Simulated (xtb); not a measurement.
xtb 6.7.1, GFN2-xTB: 1,3,5-trisilacyclohexane (C1[SiH2]C[SiH2]C[SiH2]1), 18 atoms. The geometry is a generated start, not checked to be a minimum at this level.

```yaml
run_flags: --grad
method: GFN2-xTB
"--acc": 1 (default)
"--etemp (K)": 300 (default)
basis_functions: 54
valence_electrons: 36
```

```xyz
18

C     -0.7142     1.3264    -0.9977
Si     1.0783     1.4662    -0.3815
C      1.7761    -0.2877    -0.1698
Si     0.7422    -1.4006     0.9717
C     -1.0431    -1.4409     0.3236
Si    -1.8352     0.2736     0.1170
H     -0.7100     0.8996    -2.0006
H     -1.1395     2.3234    -1.0979
H      1.8898     2.2193    -1.3549
H      1.1157     2.1820     0.9015
H      1.8507    -0.7591    -1.1495
H      2.7935    -0.2271     0.2123
H      1.3017    -2.7647     0.9896
H      0.7679    -0.8747     2.3438
H     -1.6557    -2.0414     0.9936
H     -1.0580    -1.9539    -0.6382
H     -1.9885     0.9190     1.4285
H     -3.1715     0.1406    -0.4915
```

One run each on 1 thread. Values of broydamp tried: 0.02, 0.05, 0.1, 0.2, 0.4 (default), 0.6, 0.8, 1.

Predict the course of the SCC iterations along this series.

Fewest SCC iterations, within one of each other: 0.4 (default) with 13, 0.6 with 12, 0.8 with 12, 1 with 13. The count rises to 20 at 0.02. All converge to one solution.

```tsv
broydamp	SCC iterations	end
0.02	20	same solution
0.05	18	same solution
0.1	16	same solution
0.2	14	same solution
0.4 (default)	13	same solution
0.6	12	same solution
0.8	12	same solution
1	13	same solution
```
